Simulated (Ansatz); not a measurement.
The reference is MoS$_{2}$ (space group P6_3/mmc, No. 194; a = 3.149 Å, c = 12.091 Å; layered, stacked along the Cartesian z axis).

The values are results of Ansatz (a first-principles code) PBE-D3(BJ), scalar-relativistic without spin-orbit coupling, earlier PAW set, not measurements.

Carriers are added at fixed cell with a uniform background; the Fermi–Dirac width is that of 300 K.

One change was made to it. Results:

| quantity | base | after |
|---|---|---|
| Fermi level relative to the doped band's edge (positive inside the band; to 0.05 eV) | – | +0.45 eV |
| gap between the host's bands | 0.77 eV | 0.73 eV |
| gap character | indirect, Γ → k = (0.176, 0.176, 0) in the run's primitive reciprocal basis | indirect, Γ → k = (0.176, 0.176, 0) in the run's primitive reciprocal basis |

Question: Name the change that was made.
A. holes 5.0×10^21 cm⁻³
B. holes 1.0×10^22 cm⁻³
C. electrons 5.0×10^21 cm⁻³

Answer: C, electrons 5.0×10^21 cm⁻³. For comparison, the Fermi level from band edge in the other runs: holes 1.0×10^22 cm⁻³ gives +1.10 eV; holes 5.0×10^21 cm⁻³ gives +0.90 eV.

Charged cell with a jellium background: band edges are those of the host's band count, energies are not comparable with the neutral cell, and many-body gap narrowing is missing. Whether these cells are dynamically stable was not tested.
